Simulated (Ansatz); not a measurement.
**A computed series for WS2: pressure series**

The reference is WS2 in the 2H-MoS2 type structure (space group P6_3/mmc, No. 194; a = 3.1149 Å, c = 11.7733 Å; layered, stacked along the Cartesian z axis).

Cell and atoms are relaxed at each pressure.

The values are results of Kohn–Sham DFT with the PBEsol-D3(BJ) functional, run in Ansatz (a quantum-chemistry and plane-wave program) with PAW and 420 eV plane waves, scalar-relativistic without spin-orbit coupling, earlier PAW set, not measurements.

Problem. Only one of these has no band gap. Which?
A. pressure −2 GPa
B. pressure 9 GPa
C. pressure 22.5 GPa
D. pressure 15 GPa
E. pressure 2.1 GPa

Solution. C, pressure 22.5 GPa. Computed: pressure −2 GPa: 0.81 eV; pressure 2.1 GPa: 0.54 eV; pressure 22.5 GPa: zero; pressure 15 GPa: 0.07 eV; pressure 9 GPa: 0.26 eV

The mesh was chosen for an insulator and is coarse for the gapless case. Spin-orbit coupling, missing from the scalar runs, can matter with W. Load acts through the strain it causes; cell and atoms are relaxed under it. No phonon test of stability was made. No other phases were tried under pressure. All final runs are without spin polarisation. A zero or small gap of WS2 under pressure 22.5 GPa, WS2 under pressure 15 GPa and WS2 under pressure 9 GPa can be the functional's error rather than a property of the material.
